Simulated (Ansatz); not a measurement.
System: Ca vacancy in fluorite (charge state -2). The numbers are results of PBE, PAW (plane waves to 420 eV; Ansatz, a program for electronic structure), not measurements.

Settings: 96 host sites, the relaxed PBE lattice, the Γ point alone, smearing 0.01 eV, spin-restricted, no image-charge correction. Energies are static. The charge state is imposed; whether it is stable for some Fermi level was not computed. Forms of the defect that were not tried may lie lower.

Barriers: single points on a 2×2×2 k-point mesh shifted by half a step at the bands' geometries.

The only route run: a nearby Ca atom hops onto the vacant site; the atom moves 3.75 Å along (-0.48, 0.00, -0.48) of the unit cell; the moving atom starts with neighbours 2 F at 2.27, 4 F at 2.41, 2 F at 2.45 Å and ends with 2 F at 2.27, 4 F at 2.41, 2 F at 2.45 Å. Its barrier is 1.94 eV. The program found a first-order saddle point. The defect has 12 equivalent sites to jump to, 3.90 Å away. Attempt frequency: take 10 THz as a typical guess.

Estimate the defect's diffusion coefficient at 800 K, how far it wanders in 1 s, and how much an error of 0.1 eV in the barrier would matter.

kT = 0.0689 eV, so each jump happens at Γ = ν exp(−E/kT) = 1.0e13 × exp(−28.14) ≈ 6.0e+00 s⁻¹. For uncorrelated jumps in a cubic host D = z λ² Γ / 6 = 12 × (3.90e-8 cm)² × 6.0e+00 / 6 ≈ 1.8e-14 cm²/s. The root-mean-square distance is √(6Dt) ≈ 3 nm. An error of 0.1 eV changes D by a factor exp(0.1/kT) ≈ 4.3, and the distance by its square root. This is the isolated defect's own diffusivity; trapping, its concentration and zero-point motion are left out.
